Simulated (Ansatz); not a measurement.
Input:

End structure of the (100) surface of fcc Cu, one added row of Cu in 4 (bottom of the slab: a bare face, its two planes held):

```yaml
crystal:
  lattice:
    - [2.56680, 0.00000, 0.00000]
    - [0.00000, 10.26719, 0.00000]
    - [0.00000, 0.00000, 27.50000]
  atoms:
    - { symbol: Cu, position: [0.50000, 0.12500, 0.29720] }
    - { symbol: Cu, position: [0.50000, 0.37500, 0.29720] }
    - { symbol: Cu, position: [0.50000, 0.62500, 0.29720] }
    - { symbol: Cu, position: [0.50000, 0.87500, 0.29720] }
    - { symbol: Cu, position: [0.00000, 0.25000, 0.36320] }
    - { symbol: Cu, position: [0.00000, 0.50000, 0.36320] }
    - { symbol: Cu, position: [0.00000, 0.75000, 0.36320] }
    - { symbol: Cu, position: [0.00000, 0.00000, 0.36320] }
    - { symbol: Cu, position: [0.50000, 0.37500, 0.42930] }
    - { symbol: Cu, position: [0.50000, 0.62499, 0.42924] }
    - { symbol: Cu, position: [0.50000, 0.87500, 0.42943] }
    - { symbol: Cu, position: [0.50000, 0.12501, 0.42924] }
    - { symbol: Cu, position: [0.00000, 0.50025, 0.49541] }
    - { symbol: Cu, position: [0.00000, 0.74984, 0.49546] }
    - { symbol: Cu, position: [0.00000, 0.00016, 0.49546] }
    - { symbol: Cu, position: [0.00000, 0.24975, 0.49541] }
    - { symbol: Cu, position: [0.50000, 0.62617, 0.56188] }
    - { symbol: Cu, position: [0.50000, 0.87500, 0.56150] }
    - { symbol: Cu, position: [0.50000, 0.12383, 0.56188] }
    - { symbol: Cu, position: [0.50000, 0.37500, 0.56124] }
    - { symbol: Cu, position: [0.00000, 0.74496, 0.62782] }
    - { symbol: Cu, position: [0.00000, 0.00504, 0.62782] }
    - { symbol: Cu, position: [0.00000, 0.25154, 0.62542] }
    - { symbol: Cu, position: [0.00000, 0.49846, 0.62542] }
    - { symbol: Cu, position: [0.50000, 0.87500, 0.68684] }
```

Slab: 25 atoms, 11.2 Å thick at the start; k 15x4x1, smearing 0.1 eV, dipole-corrected; 8 atoms held, the rest relaxed; symmetry of the start imposed; no spin, no spin-orbit, no U. In PBE it is, or lies within 0.01 eV a 1x1 cell of, the lowest of the 2 structures of its composition computed so far; larger cells were not tried.

Task: Predict the work function of the top face from PBE run with Ansatz (a first-principles code).

Result: 4.44 eV
